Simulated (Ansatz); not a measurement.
```xyz
20
Lattice="17.5000 0.0000 0.0000 0.0000 17.0000 0.0000 0.0000 0.0000 3.7935" Properties=species:S:1:pos:R:3 pbc="T T T"
Li    11.8142     8.5000     0.0000
F     11.2808    10.3388     0.0000
Li     9.6969    11.4142     0.0000
F      7.7833    11.4752     0.0000
Li     6.2710    10.3011     0.0000
F      5.6217     8.5000     0.0000
Li     6.2710     6.6989     0.0000
F      7.7833     5.5248     0.0000
Li     9.6969     5.5858     0.0000
F     11.2808     6.6612     0.0000
F     11.8783     8.5000     1.8968
Li    11.2290    10.3011     1.8968
F      9.7167    11.4752     1.8968
Li     7.8031    11.4142     1.8968
F      6.2192    10.3388     1.8968
Li     5.6858     8.5000     1.8968
F      6.2192     6.6612     1.8968
Li     7.8031     5.5858     1.8968
F      9.7167     5.5248     1.8968
Li    11.2290     6.6989     1.8968
```

Levels: PBE (plane waves to 420 eV, PAW; Ansatz, a quantum-chemistry and plane-wave program); r2SCAN (plane waves to 500 eV, PAW; Ansatz); HSE06 in Ansatz. Unmarked values and the geometry are of the first. Mesh 1×1×8. No spin polarisation. One-dimensional cell, images about 11 Å apart. A hypothetical model. Symmetry and one short period hold its shape; lower forms weren't sought. HSE06 ran on a 1×1×5 mesh and at PBE's edge points. Buckling under compression is shut out by symmetry and the short period.

Problem. Give the properties of this body.

Solution. 
| Quantity | Result |
|---|---|
| largest distance between nuclei across the axis | 6.26 Å |
| PBE gap | 6.34 eV, indirect, from k = 0.427 × 2π/c to Γ |
| electron mass along the axis (PBE) | 0.95 mₑ |
| hole mass along the axis (PBE) | 1.6 mₑ |
| valence and conduction edges under the vacuum level (PBE) | 7.52 and 1.19 eV |
| r2SCAN gap at this geometry | 7.07 eV |
| HSE06 gap at this geometry | 8.18 eV |
| axial stiffness dF/dε | 71 nN |
